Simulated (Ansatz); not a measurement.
Consider Hf$_{3}$N$_{4}$ (space group I-43d, No. 220; a = 6.651 Å).

Calculations: PBEsol/PAW in Ansatz (an electronic-structure program), no SOC.

One change was made to it. Results:

The band gap remains 1.02 eV; the electron mass (degenerate bands, along [100]) remains 0.29, 0.42 mₑ (at Γ); the lattice parameter a drops by 0.002 Å to 6.649 Å.

Q: Which of these changes matches the shifts?
A) pressure 0.3 GPa
B) pressure 3 GPa
C) pressure 5 GPa

A: A, pressure 0.3 GPa. For comparison, the electron mass in the other runs: pressure 3 GPa gives 0.28, 0.42 mₑ (at Γ); pressure 5 GPa gives 0.29, 0.43 mₑ (at Γ).

With Hf present, leaving out spin-orbit coupling can change the band edges. Load acts through the strain it causes; cell and atoms are relaxed under it. Masses are band curvatures over ±0.01 Å⁻¹ around the edge. No phonon test of stability was made. Competing high-pressure phases were not computed.
